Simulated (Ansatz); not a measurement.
Data:

```
CELL_PARAMETERS angstrom
      2.15339     1.24326     6.11013
     -2.15339     1.24326     6.11013
      0.00000    -2.48652     6.11013
ATOMIC_POSITIONS crystal
  Li 0.35544 0.35544 0.35544
  Li 0.64456 0.64456 0.64456
  Li 0.79482 0.79482 0.79482
  Li 0.20518 0.20518 0.20518
  Si 0.06199 0.06199 0.06199
  Si 0.93801 0.93801 0.93801
```

Computed with PBEsol, DFPT electron-phonon coupling, linearised Boltzmann equation (plane waves, PAW, scalar-relativistic; Ansatz, a first-principles code). How the cell was made: relaxed with this functional, without spin-orbit coupling.

### Question
What phonon-limited resistivity does this give at 300 K?

### Answer
13.9 (x), 13.9 (y), 44 (z) μΩ·cm.

### Question
How long is the mean free path there?

### Answer
13.2 (x), 13.2 (y), 12.2 (z) nm, weighted by the current that each state carries. Wires not much wider than this gain resistivity from their walls.

A metal at this level (no band gap). Only scattering by harmonic phonons is included (no impurities, grain boundaries, electron-electron scattering or thermal expansion). Spin-orbit coupling is left out. The run warned that the eigensolver left some states short of its tolerance. Halving the electron mesh (24x24x24) moves the resistivity by up to 3 % at 300 K, the mean free path by up to 2 %. Smearing 0.20 eV; phonons on a 4x4x4 q mesh, which this run doesn't test.

Computed structure with no diffraction record at hand here (it may be known, metastable or hypothetical): Li2Si (R-3m).
